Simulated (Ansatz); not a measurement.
# Li on the (0001) surface of wurtzite GaN (2x2 Ga adatom at T4; a constructed slab, bottom: 3 H on 4 bottom sites), one in a cell of 36 Å², started at the site 'hollow Ga-Ga-Ga'

Host crystal: wurtzite GaN, with a band gap (PBE, scalar-relativistic without spin-orbit coupling).

Calculation: PBE (plane waves to 420 eV, PAW; Ansatz, an electronic-structure program).

Model: 45-atom slab, 13.9 Å thick at the start with caps and adatoms under the adsorbate (thin: gaps and levels are the slab's own), 4x4x1 mesh, Fermi-Dirac 0.01 eV, dipole correction, 23 atoms held, the rest relaxed; start symmetry kept, larger cells not searched; spin-polarised, ending with about 0.1 μB a cell, a value that depends on the mesh; orders that need a larger cell were not tried, no spin-orbit, no U, no dispersion correction. The slab shows no gap over 0.04 eV on its mesh. At the end it is bonded to 3 Ga. In PBE it is, or lies within 0.03 eV of, the lowest of the starts that converged.

```json
{
  "adsorption energy against an atom of bcc Li": "-0.42 eV",
  "change_of_the_step_from_the_bottom_to_the_top_vacuum_level_against_the_clean_slab": "-1.17 eV",
  "energy_released_by_relaxation": "0.43 eV",
  "height of the binding atom over the mean of the host atoms within 0.3 Å of the top one": "0.141 Å",
  "nearest_host_atoms_of_the_binding_atom": "Ga at 2.84 Å, Ga at 2.84 Å, Ga at 2.84 Å",
  "largest_move_of_a_host_atom": "0.32 Å",
  "caution": "the clean host was not checked against rearrangement in a larger or rattled cell"
}
```

A negative adsorption energy means that the adsorbate is more stable on the surface than in its reference.
